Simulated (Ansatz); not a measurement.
AlRu under a change: biaxial strain +2.08 %, plane normal [111], relaxed out of plane

Start from AlRu in the CsCl type structure (space group Pm-3m, No. 221; a = 2.955 Å; relaxed with 0.1 eV smearing). Axes: x, y, z lie along the cube axes.

The change: biaxial strain +2.08 %, plane normal [111], relaxed out of plane (Cartesian); in-plane vectors clamped, the third vector and the atoms free.

All numbers come from Ansatz (a first-principles code) LDA, scalar-relativistic without spin-orbit coupling. Γ-centred 19×19×19 mesh, Fermi–Dirac width 0.1 eV.

```tsv
quantity	base	changed	shift
volume per atom	12.90 Å³	13.27 Å³	+0.376 Å³
space group	Pm-3m (No. 221)	R-3m (No. 166)	–
shortest interatomic distance	4.835 bohr	4.775 bohr	-0.060 bohr
energy relative to the base (free energy F)	0 meV/atom	+16 meV/atom	+16 meV/atom
pressure (mean of the normal stresses, compression positive)	0.0 GPa	-6.0 GPa	-6.0 GPa
band gap	zero	zero	–
out-of-plane strain	–	-1.23 %	–
ratio −ε⊥/ε∥	–	0.59	–
mean in-plane stress (compression positive)	–	-9.0 GPa	–
```

Whether these cells are dynamically stable was not tested. All final runs are without spin polarisation.
